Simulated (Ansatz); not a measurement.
Formation energy of the localised charge states of S vacancy in zinc-blende ZnS (start: the S site; 64-site cell, 2×2×2 shifted sampling) against the Fermi level, Zn-rich (Δμ(S) = -1.65 eV; only phases computed here count, gases as isolated molecules at 0 K). These are PBE, PAW (plane waves to 420 eV; Ansatz, an electronic-structure program) values and carry that method's errors.

Charges with a result: +2, +1, 0, −1. Others weren't obtained, and one of them could lie lower, also by skipping a charge.

Cell and caveats: 64-site cell; 2×2×2 shifted k-points; host gap 2.01 eV; charged states image-corrected; not converged in cell size; flagged in the runs: a strain field that reaches the edge of the cell.

Left out: charge −1 (carrier in host band states).

```
E_F − E_VBM (eV)  q = +2  q = +1  q = 0
----------------  ------  ------  -----
0.00               -0.36    1.19   1.97
0.25                0.14    1.44   1.97
0.50                0.65    1.69   1.97
0.76                1.15    1.94   1.97
1.01                1.65    2.20   1.97
1.26                2.16    2.45   1.97
1.51                2.66    2.70   1.97
1.76                3.16    2.95   1.97
2.01                3.67    3.20   1.97
```

Crossings of the lowest lines: (+2/0) at 1.17 eV.
